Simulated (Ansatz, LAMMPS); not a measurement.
Amorphous Ge, 512 atoms, melt quenched at 1 K/ps, density 0.99 of the crystal's

Cell 23.12 × 23.12 × 23.12 Å, Ge512, 512 atoms. Prepared with Tersoff's 1989 multicomponent potential (SiCGe.tersoff) in LAMMPS: melt at 3500 K, cooled from 2600 to 500 K at 1 K/ps at fixed volume, minimised. 

All values below come from PBE, support functions at accuracy medium on the grid of 370 eV (norm-conserving potentials; Ansatz, an electronic-structure program).

Basis: localised support functions (accuracy medium) on a full density matrix. k-points: zone centre alone; occupations: Fermi-Dirac, 0.030 eV; spin polarisation not allowed. Scalar-relativistic, no spin-orbit coupling.

```
Item                                                                                             Result
--------------------------------------------  ---------------------------------------------------------
energy over the perfect crystal(s), per atom                                              0.161 eV/atom
electronic character of the cell                                       no gap resolved at this smearing
coordination (neighbours within 2.979 Å)                      2.5 % 3-fold, 89.1 % 4-fold, 8.4 % 5-fold
Ge-Ge bonds, mean ± spread                                                              2.537 ± 0.072 Å
bond angles, mean ± spread                                                               108.5° ± 13.2°
pressure                                                                                      -0.14 GPa
cost of the final run                         around 40 core-minutes (rough), 14 SCF iterations, 10 GiB
```
